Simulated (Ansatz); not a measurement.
## A constructed model of the (100) surface of fcc Cu, a pseudomorphic layer of Sn in the host's stacking (bottom of the slab: a bare face, its two planes held)

Method: PBE (plane waves to 420 eV, PAW; Ansatz, a program for electronic structure).

Set-up: 7 atoms, 11.2 Å thick at the start; mesh 15x15x1; 0.1 eV smearing; dipole correction on; 2 atoms held, the rest relaxed; held to the start's symmetry, so lower structures may exist; no spin, no spin-orbit, no U. It is one candidate, not shown to be the stable structure of the face.

The work function of the top face is 3.72 eV, the energy released by relaxation is 0.039 eV and the cost comes out as about 4 core-minutes (a rough figure).
